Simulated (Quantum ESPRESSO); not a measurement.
## Short convergence ladders for ZnNi (Pm-3m, 2 atoms in the cell)

```xyz
2
Lattice="2.8805 0.0000 0.0000 0.0000 2.8805 0.0000 0.0000 0.0000 2.8805" Properties=species:S:1:pos:R:3 pbc="T T T"
Zn     1.4402     1.4402     1.4402
Ni     0.0000     0.0000     0.0000
```

Base method: LDA (PZ), GBRV 1.5 ultrasoft (LDA) pseudopotentials (plane waves; Quantum ESPRESSO 7.5).

Base settings: ecutwfc = 50 Ry; ecutrho = 400 Ry; occupations = smearing; smearing = gauss; degauss = 0.0073499 Ry; potentials = {Zn: zn_lda_v1.uspp.F.UPF, Ni: ni_lda_v1.4.uspp.F.UPF}; K_POINTS = automatic 9 9 9 0 0 0; conv_thr = 1e-10 Ry.

**Zone-centre phonons against the cutoff**

In this ladder: ph.x.tr2_ph = 1e-14; ph.x.fildyn = dyn.G; dynmat.x.fildyn = dyn.G; dynmat.x.asr = simple. Moved along: ecutrho.

The mesh stays at the base's, so the ladder's end is converged at best in this setting alone.

Frequencies are those of the unrelaxed cell, without the LO-TO term of polar crystals.

Only quantities that move along the ladder and can be compared are tabulated.

| ecutwfc | highest zone-centre frequency (cm⁻¹) |
|---|---|
| 25 Ry | 306.9 |
| 30 Ry | 213.8 |
| 35 Ry | 220.2 |
| 50 Ry | 220.9 |
| 75 Ry | 221.0 |

Coarsest ecutwfc that holds the highest zone-centre frequency within 2 cm⁻¹ of the last step, with all finer ones: 35 Ry; the step before is off by 7.3 cm⁻¹.

**Zone-centre phonons against the mesh**

In this ladder: ph.x.tr2_ph = 1e-14; ph.x.fildyn = dyn.G; dynmat.x.fildyn = dyn.G; dynmat.x.asr = simple.

Frequencies are those of the unrelaxed cell, without the LO-TO term of polar crystals.

Only quantities that move along the ladder and can be compared are tabulated.

```tsv
K_POINTS	highest zone-centre frequency (cm⁻¹)
automatic 3 3 3 0 0 0	204.1
automatic 5 5 5 0 0 0	218.9
automatic 7 7 7 0 0 0	220.8
automatic 11 11 11 0 0 0	221.5
automatic 17 17 17 0 0 0	221.4
```

Coarsest K_POINTS that holds the highest zone-centre frequency within 10 cm⁻¹ of the last step, with all finer ones: automatic 5 5 5 0 0 0; the step before is off by 17 cm⁻¹.

On the base run: the starting cell comes from a database of computed structures (which also holds hypothetical and non-ambient phases and stackings), without a prior relaxation at this level. Its lattice was rescaled by up to half a per cent. Spin polarisation is off. In the base run, with a pressure of about -13 GPa the cell is away from its equilibrium volume at this level.
